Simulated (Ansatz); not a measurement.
Functionals compared on NH3 on the 1x1 (10-10) surface of wurtzite GaN (cut with top plane Ga + N), one in a 2x1 cell, started at the site 'hollow Ga-Ga-N-N', in Ansatz (plane waves, PAW). The structure was relaxed with PBE; the other rows are single points on it, each with its references at the same level. Cutoff 420 eV (500 eV for r2SCAN). HSE06 used the coarser mesh 3x3x1.

Host crystal: wurtzite GaN, with a band gap (PBE, scalar-relativistic without spin-orbit coupling).

Set-up: 36 atoms, 9.3 Å thick at the start under the adsorbate (thin: gaps and levels are the slab's own); mesh 3x4x1; 0.01 eV smearing; dipole correction on; 16 atoms held, the rest relaxed; no symmetry held; no spin, no spin-orbit, no U, no dispersion correction. At the end it is bonded to Ga. In PBE it is, or lies within 0.03 eV of, the lowest of the starts that converged. These notes are the PBE run's. Adsorption energies are against NH3(g). A negative adsorption energy means that the adsorbate is more stable on the surface than in its reference.

```
functional  adsorption energy (eV)  rough cost of the single point
----------  ----------------------  ------------------------------
PBE                          -1.21                               –
RPBE                         -0.94    very roughly 90 core-seconds
r2SCAN                       -1.39        roughly 2.9 core-minutes
HSE06                          [?]  around 40 core-minutes (rough)
```

Task: Some entries are withheld; supply them.

Result: 
- HSE06, adsorption energy (eV): -1.27

Ansatz is a program for electronic structure.
